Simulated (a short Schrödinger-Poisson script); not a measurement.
Gated In0.52Al0.48As/In0.53Ga0.47As δ-doped gas in a quantum well

Structure: gated In0.52Al0.48As/In0.53Ga0.47As δ-doped gas in a quantum well, at 20 K.

| layer | material | thickness (nm) | Na (cm⁻³) |
|---|---|---|---|
| 1 | In0.52Al0.48As | 20 | - |
| 2 | In0.52Al0.48As | 5 | - |
| 3 | In0.53Ga0.47As | 10 | - |
| 4 | In0.52Al0.48As | 4000 | 3e15 |

Constants are typed, rounded textbook-type inputs, not results; the design itself was drawn at random and stands for no fabricated device. In0.52Al0.48As: permittivity 12.5, conduction-band edge (eV) 0.52, gap (eV) 1.45, electron mass (mₑ) 0.075, Nv at 300 K (cm⁻³) 1.1e19. In0.53Ga0.47As: permittivity 13.9, conduction-band edge (eV) 0, gap (eV) 0.74, Nv at 300 K (cm⁻³) 7.7e18.

Channel valleys (confinement mass, in-plane density-of-states mass, number): Γ 0.041, 0.041, 1. At the gate the conduction-band edge of layer 1 lies 0.75 eV − eVg above the Fermi level of the channel; the field vanishes at the back. Sheet of ionised δ-doping: +3.3e12 e/cm² at 20 nm from the gate. The barrier under the gate holds no holes. Gaps are held at their typed values at every temperature. Mesh 0.08 nm at interfaces.

From a short Schrödinger-Poisson script (our own, NumPy): 1D Poisson equation in equilibrium, electrons quantum, Hartree (BenDaniel-Duke, 40 states a valley, the channel's in-plane mass for all, wave functions free to enter the barrier), parabolic valleys, classical holes, full ionisation, no traps, pinning or gate leakage.

```csv
Vg (V),electrons (cm⁻²),in the channel layer,C (μF/cm²),Γ E0 (meV),Γ E1 (meV)
0.4,2.17e12,2.09e12,0.358,-126.5,21.4
0.3,1.94e12,1.88e12,0.357,-113.5,34.4
0.2,1.72e12,1.67e12,0.356,-100.6,47.3
0.1,1.50e12,1.46e12,0.354,-87.7,60.3
0,1.28e12,1.24e12,0.353,-74.9,73.2
-0.1,1.06e12,1.03e12,0.352,-62.1,86.3
-0.2,8.45e11,8.22e11,0.351,-49.4,99.3
-0.3,6.28e11,6.11e11,0.349,-36.7,112.4
-0.4,4.11e11,4.01e11,0.348,-24.0,125.6
-0.5,1.95e11,1.91e11,0.346,-11.4,138.9
-0.6,1.78e8,1.74e8,0.0348,8.8,159.8
```

Gate voltages with under 1e6 electrons/cm² are left out.

Subbands count from the Fermi level.
